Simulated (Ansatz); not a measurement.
# SiO2: response to strain

The reference is SiO$_{2}$ in the rutile structure (space group P4_2/mnm, No. 136; a = 4.1549 Å, c = 2.6615 Å).

Strains are applied to the cell and any free atomic positions relax.

Computed with LDA, PAW, 420 eV (Ansatz, a program for electronic structure; without spin-orbit coupling).

Notes on the quantities. energy relative to the base: free energy F.

| change | volume per atom | electron mass | energy relative to the base |
|---|---|---|---|
| base | 7.66 Å³ | 0.40 mₑ along c, 0.52 mₑ across (at Γ) | 0 meV/atom |
| isotropic strain +0.60 % | 7.80 Å³ | ? | ? |
| isotropic strain +1.20 % | 7.94 Å³ | 0.37 mₑ along c, 0.48 mₑ across (at Γ) | +9.5 meV/atom |
| isotropic strain +1.80 % | 8.08 Å³ | 0.36 mₑ along c, 0.46 mₑ across (at Γ) | +21 meV/atom |
| isotropic strain +2.40 % | 8.22 Å³ | 0.35 mₑ along c, 0.45 mₑ across (at Γ) | +36 meV/atom |
| isotropic strain +3.00 % | 8.37 Å³ | 0.34 mₑ along c, 0.43 mₑ across (at Γ) | +56 meV/atom |

Problem. What belongs in the blanks?

Solution. 
- isotropic strain +0.60 %, electron mass: 0.39 mₑ along c, 0.50 mₑ across (at Γ)
- isotropic strain +0.60 %, energy relative to the base: +2.4 meV/atom

The levels and masses belong to the bands next to the band gap. Masses are band curvatures over ±0.01 Å⁻¹ around the edge. Whether these cells are dynamically stable was not tested.
